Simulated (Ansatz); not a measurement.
Start from Be in the hcp (Mg type) structure (space group P6_3/mmc, No. 194; a = 2.2617 Å, c = 3.5692 Å; relaxed with 0.1 eV smearing). Axes: x lies along a and z along c of the hexagonal cell.

Computed with Kohn–Sham DFT with the r2SCAN functional, run in Ansatz (a first-principles code) with PAW and 500 eV plane waves, no SOC.

Strains are applied to the cell and any free atomic positions relax.

One change was made to it. Results:

The energy increases by 2.6 meV/atom; the shortest interatomic distance falls by 0.007 Å to 2.204 Å.

### Question
Name the change that was made.
(A) isotropic strain +2.77 %
(B) tensor shear ε_yz = +0.68 %
(C) isotropic strain −5.21 %
(D) uniaxial strain ε_yy = −1.75 %
(E) strain tensor (xx, yy, zz, yz, xz, xy) = (−0.46, +1.68, +0.15, +0.90, −0.19, −2.18) %

### Answer
D, uniaxial strain ε_yy = −1.75 %. For comparison, the energy relative to the base in the other runs: isotropic strain −5.21 % gives +85 meV/atom; tensor shear ε_yz = +0.68 % gives +0.8 meV/atom; isotropic strain +2.77 % gives +20 meV/atom; strain tensor (xx, yy, zz, yz, xz, xy) = (−0.46, +1.68, +0.15, +0.90, −0.19, −2.18) % gives +9.8 meV/atom.

Whether these cells are dynamically stable was not tested.
